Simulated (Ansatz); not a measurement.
Reference: VIr₃ (Pm-3m), PBEsol, DFPT electron-phonon coupling, linearised Boltzmann equation (plane waves, PAW, scalar-relativistic; Ansatz, a quantum-chemistry and plane-wave program); geometry: relaxed with this functional, without spin-orbit coupling.

Space group Pm-3m (No. 221); a = b = c = 3.794 Å, α = β = γ = 90.00°

```
atom  site  symmetry       x       y       z
----  ----  --------  ------  ------  ------
V       1a      m-3m  0.0000  0.0000  0.0000
Ir      3c    4/mm.m  0.0000  0.5000  0.5000
```

The resistivity at 300 K is 11.6 μΩ·cm. The mean free path at 300 K is 10.3 nm.

Swap V for Nb, keeping the structure type. How do these values move?

NbIr₃ (Pm-3m): volume per atom 13.7 to 14.6 Å³; resistivity at 300 K falls (11.6 μΩ·cm to 7.7 μΩ·cm); mean free path at 300 K rises (10.3 nm to 18.9 nm).

Swap V for Zr, keeping the structure type. How do these values move?

ZrIr3 (Pm-3m): volume per atom 13.7 to 15.2 Å³; resistivity at 300 K stays about the same (11.6 μΩ·cm to 10.1 μΩ·cm); mean free path at 300 K stays about the same (10.3 nm to 10.2 nm).

Swap V for Sc, keeping the structure type. How do these values move?

ScIr$_{3}$ (Pm-3m): volume per atom 13.7 to 14.8 Å³; resistivity at 300 K rises (11.6 μΩ·cm to 18.6 μΩ·cm); mean free path at 300 K falls (10.3 nm to 4.0 nm).

Moves up to 14 % count as about the same. Metals; harmonic phonons alone scatter; means over directions. The mean free path is weighted by the current that each state carries. Halving the electron mesh moves these values by up to 9 %; q meshes are mostly untested. Some of the runs warned that the eigensolver left states short of its tolerance. Spin-orbit coupling is left out.

Formula and space group known from diffraction (Crystallography Open Database), not checked to be the room-temperature form: NbIr3 (Pm-3m), VIr3 (Pm-3m), ZrIr3 (Pm-3m). Computed structure with no diffraction record at hand here (it may be known, metastable or hypothetical): ScIr3 (Pm-3m). Treated as nonmagnetic (a ferromagnetic start lost its moment, other orders weren't tried): VIr3 (Pm-3m). The missing spin-orbit coupling matters most for NbIr3 (Pm-3m), ScIr3 (Pm-3m), VIr3 (Pm-3m), ZrIr3 (Pm-3m).
